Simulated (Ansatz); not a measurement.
Consider Zr in the hcp (Mg type) structure (space group P6_3/mmc, No. 194; a = 3.244 Å, c = 5.158 Å; relaxed with 0.1 eV smearing). Axes: x lies along a and z along c of the hexagonal cell.

The values are results of Kohn–Sham DFT with the r2SCAN functional, run in Ansatz (a program for electronic structure) with PAW and 500 eV plane waves, no SOC, not measurements.

Strains are applied to the cell and any free atomic positions relax.

One change was made to it. Results:

The energy rises by 5.2 meV/atom; the pressure (mean of the normal stresses, compression positive) goes from zero to 2.1 GPa; the shortest interatomic distance drops by 0.0416 Å, from 3.187 Å to 3.146 Å.

### Question
Name the change that was made.
A. uniaxial strain ε_zz = −0.50 %
B. uniaxial strain ε_zz = −2.50 %
C. uniaxial strain ε_zz = −2.00 %
D. uniaxial strain ε_zz = −3.00 %
E. uniaxial strain ε_zz = −1.00 %

### Answer
C, uniaxial strain ε_zz = −2.00 %. For comparison, the energy relative to the base in the other runs: uniaxial strain ε_zz = −1.00 % gives +1.3 meV/atom; uniaxial strain ε_zz = −3.00 % gives +12 meV/atom; uniaxial strain ε_zz = −0.50 % gives +0.3 meV/atom; uniaxial strain ε_zz = −2.50 % gives +8.1 meV/atom.

Whether these cells are dynamically stable was not tested. All final runs are without spin polarisation.
